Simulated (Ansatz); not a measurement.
# Effect of isotropic strain −3.00 % on TlBiS2

Consider TlBiS₂ (space group R-3m, No. 166; a = 4.085 Å, c = 21.696 Å (hexagonal axes)).

One thing is altered: every lattice vector is shortened by 3.00 %, atoms relaxed at fixed cell.

Method: PBEsol (Ansatz, an electronic-structure program), spin-orbit coupling left out. k-mesh 9×9×9 (Γ-centred); smearing 0.05 eV (Fermi–Dirac).

- Volume per atom: 23.85 Å³ (base 26.13 Å³)
- Space group: R-3m (No. 166) (base R-3m (No. 166))
- Shortest interatomic distance: 2.780 Å (base 2.830 Å)
- Energy relative to the base (free energy F): +35 meV/atom
- Pressure (mean of the normal stresses, compression positive): 5.3 GPa (base 0.0 GPa)
- Band gap: zero (base 0.15 eV)
- Largest internal atomic displacement: 0.061 Å

The mesh was chosen for an insulator and is coarse for the gapless case. Spin-orbit coupling, missing from the scalar runs, can matter with Bi and Tl. Whether these cells are dynamically stable was not tested. All final runs are without spin polarisation. A zero or small gap of TlBiS2 can be the functional's error rather than a property of the material.
